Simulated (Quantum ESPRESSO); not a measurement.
Worked example: self-consistent single point of Mg14SiSb (Amm2, 16 atoms in the cell) in Quantum ESPRESSO.

Method: PBEsol, GBRV 1.5 ultrasoft (PBESOL) pseudopotentials (plane waves; Quantum ESPRESSO).

```
Mg14SiSb
1.0
   10.19207     0.00000     0.00000
    0.00000     3.26426     5.37237
    0.00000    -3.26426     5.37237
Mg Si Sb
14 1 1
Cartesian
  0.00000   0.00000   1.77106
  0.00000   0.00000   7.13977
  5.09603  -1.63148   4.45896
  5.09603   1.63148   4.45896
  0.00000  -1.62874   4.47067
  0.00000   1.62874   4.47067
  2.58593  -1.66406   6.28492
  7.60614   1.66406   6.28492
  7.60614  -1.66406   6.28492
  2.58593   1.66406   6.28492
  2.59082   0.00000   3.55909
  7.60125   0.00000   3.55909
  2.52631   0.00000   8.96251
  7.66576   0.00000   8.96251
  5.09603   0.00000   1.81951
  5.09603   0.00000   7.18522
```

Reference input (self-consistent single point, DFT, PBEsol, plane waves, GBRV 1.5 ultrasoft (PBESOL) pseudopotentials): ecutwfc = 40 Ry; ecutrho = 200 Ry; occupations = smearing; smearing = mp; degauss = 0.0073499 Ry; K_POINTS = automatic 3 5 5 1 1 1; conv_thr = 1e-10 Ry. This run's input differs from it in these lines:

```diff
@@ -12,4 +12,4 @@
     ntyp = 3,
-    ecutwfc = 40,
-    ecutrho = 200,
+    ecutwfc = 46,
+    ecutrho = 230,
     occupations = 'smearing',
```

Log, with long lists cut:

```
     Self-consistent Calculation

     iteration #  1     ecut=    46.00 Ry     beta= 0.70

     total energy              =   -1943.72743954 Ry
     estimated scf accuracy    <       4.57595745 Ry

     iteration #  2     ecut=    46.00 Ry     beta= 0.70

     total energy              =   -1938.75920324 Ry
     estimated scf accuracy    <      57.80656667 Ry

     iteration #  3     ecut=    46.00 Ry     beta= 0.70

     total energy              =   -1945.49206901 Ry
     estimated scf accuracy    <       2.86318146 Ry

   [... 9 blocks of this kind left out ...]

     iteration # 13     ecut=    46.00 Ry     beta= 0.70

     total energy              =   -1945.78826340 Ry
     estimated scf accuracy    <          2.3E-10 Ry

     iteration # 14     ecut=    46.00 Ry     beta= 0.70
     End of self-consistent calculation

     the Fermi energy is     6.1573 ev

!    total energy              =   -1945.78826340 Ry
     estimated scf accuracy    <          9.4E-11 Ry
     smearing contrib. (-TS)   =      -0.00016681 Ry
     internal energy E=F+TS    =   -1945.78809660 Ry

     convergence has been achieved in  14 iterations

     Forces acting on atoms (cartesian axes, Ry/au):

     atom    1 type  1   force =     0.00000000    0.00000000   -0.00049148
     atom    2 type  1   force =     0.00000000   -0.00000000   -0.00145051
     atom    3 type  1   force =     0.00000000   -0.00031327   -0.00086649
     atom    4 type  1   force =     0.00000000    0.00031327   -0.00086649
     atom    5 type  1   force =     0.00000000    0.00096449   -0.00165986
   [... lines left out ...]

     Total force =     0.015299     Total SCF correction =     0.000049

          total   stress  (Ry/bohr**3)                   (kbar)     P=       -8.53
  -0.00002971   0.00000000  -0.00000000           -4.37        0.00       -0.00
   0.00000000  -0.00007668   0.00000000            0.00      -11.28        0.00
  -0.00000000  -0.00000000  -0.00006747           -0.00       -0.00       -9.93

   JOB DONE.
```

The run converged in 14 iterations. Against the reference run the free energy falls by 1.8 meV/atom, the pressure goes from -0.74 to -0.85 GPa and the largest force stays at 0.175 eV/Å.

The starting cell comes from a database of computed structures (which also holds hypothetical and non-ambient phases and stackings), without a prior relaxation at this level.

Cost on one core of a shared machine: roughly 10 min.
